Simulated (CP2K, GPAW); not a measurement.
A GPAW input for a self-consistent single point of SbPt (P6_3/mmc, 4 atoms in the cell) (DFT PBEsol, plane waves, GPAW PAW datasets PBEsol (made by gpaw-setup)):

```python
from ase import Atoms
from ase.units import GPa
from gpaw import GPAW

atoms = Atoms(['Sb', 'Sb', 'Pt', 'Pt'],
              cell=[[4.107677, 0.000000, 0.000000],
                    [-2.053838, 3.557352, 0.000000],
                    [0.000000, 0.000000, 5.446695]],
              positions=[[2.053841, 1.185783, 4.085021],
                         [-0.000002, 2.371569, 1.361674],
                         [0.000000, 0.000000, 2.723348],
                         [0.000000, 0.000000, 0.000000]],
              pbc=True)

calc = GPAW(mode={'name': 'pw', 'ecut': 600},
            xc='PBEsol',
            kpts={'size': (8, 8, 5), 'gamma': True},
            occupations={'name': 'fermi-dirac', 'width': 0.1},
            nbands=-10,
            convergence={'forces': 0.001},
            symmetry={'symmorphic': False, 'tolerance': 0.0005},
            maxiter=100)

atoms.calc = calc

energy = atoms.get_potential_energy()
print('Energy (eV):', round(energy, 6))
forces = atoms.get_forces()
print('Forces (eV/Ang):')
print(forces.round(5))
stress = atoms.get_stress()
print('Stress (GPa, Voigt):', (stress / GPa).round(4))
```

Question: Give the CP2K input for the same structure, mesh, smearing and functional.

Answer: One input that does it (others would too):

```
&GLOBAL
  PROJECT calc
  RUN_TYPE ENERGY_FORCE
  PRINT_LEVEL LOW
&END GLOBAL
&FORCE_EVAL
  METHOD Quickstep
  STRESS_TENSOR ANALYTICAL
  &DFT
    BASIS_SET_FILE_NAME BASIS_MOLOPT
    POTENTIAL_FILE_NAME GTH_POTENTIALS
    &QS
      METHOD GPW
      EPS_DEFAULT 1E-10
    &END QS
    &MGRID
      CUTOFF 500
      REL_CUTOFF 50
      NGRIDS 5
    &END MGRID
    &SCF
      SCF_GUESS ATOMIC
      EPS_SCF 1E-6
      MAX_SCF 100
      ADDED_MOS 8
      &DIAGONALIZATION
        ALGORITHM STANDARD
      &END DIAGONALIZATION
      &MIXING
        METHOD BROYDEN_MIXING
        ALPHA 0.2
        NBUFFER 8
        BETA 1.5
      &END MIXING
      &SMEAR ON
        METHOD FERMI_DIRAC
        ELECTRONIC_TEMPERATURE [K] 1160.45
      &END SMEAR
    &END SCF
    &KPOINTS
      SCHEME MONKHORST-PACK 8 8 5
      GAMMA_CENTERED T
    &END KPOINTS
    &XC
      &XC_FUNCTIONAL
        &PBE
          PARAMETRIZATION PBESOL
        &END PBE
      &END XC_FUNCTIONAL
    &END XC
    &PRINT
      &MO
        EIGENVALUES T
        OCCUPATION_NUMBERS T
        NDIGITS 8
        FILENAME mo
        &EACH
          QS_SCF 0
        &END EACH
        ADD_LAST NUMERIC
      &END MO
      &MULLIKEN OFF
      &END MULLIKEN
    &END PRINT
  &END DFT
  &SUBSYS
    &CELL
      ABC 4.10767700 4.10767620 5.44669500
      ALPHA_BETA_GAMMA 90.00000000 90.00000000 119.99999837
      PERIODIC XYZ
    &END CELL
    &COORD
      SCALED
      Sb       0.66666700     0.33333300     0.75000000
      Sb       0.33333300     0.66666700     0.25000000
      Pt       0.00000000     0.00000000     0.50000000
      Pt       0.00000000     0.00000000     0.00000000
    &END COORD
    &KIND Sb
      BASIS_SET DZVP-MOLOPT-SR-GTH
      POTENTIAL GTH-PBE-q5
    &END KIND
    &KIND Pt
      BASIS_SET DZVP-MOLOPT-SR-GTH
      POTENTIAL GTH-PBE-q18
    &END KIND
  &END SUBSYS
  &PRINT
    &FORCES ON
    &END FORCES
    &STRESS_TENSOR ON
    &END STRESS_TENSOR
  &END PRINT
&END FORCE_EVAL
```

Basis, cutoffs, solver keys and any potentials are the target program's own. This input uses DFT PBEsol, GPW, DZVP-MOLOPT-SR-GTH basis, GTH-PBE potentials (GTH_POTENTIALS). Both were run: pressure 4.70 GPa in GPAW and 10.25 in CP2K.

On CP2K: the starting cell comes from a database of computed structures (which also holds hypothetical and non-ambient phases and stackings), without a prior relaxation at this level. Its lattice was rescaled by a random factor within 2.5 % of one. Spin polarisation is off. Values carry the incompleteness of an atom-centred basis. The potentials were made for another functional than the one used. With a pressure of about 10 GPa the cell is away from its equilibrium volume at this level.

On GPAW: the starting cell comes from a database of computed structures (which also holds hypothetical and non-ambient phases and stackings), without a prior relaxation at this level. Its lattice was rescaled by a random factor within 2.5 % of one. Spin polarisation is off. With a pressure of about 5 GPa the cell is away from its equilibrium volume at this level.
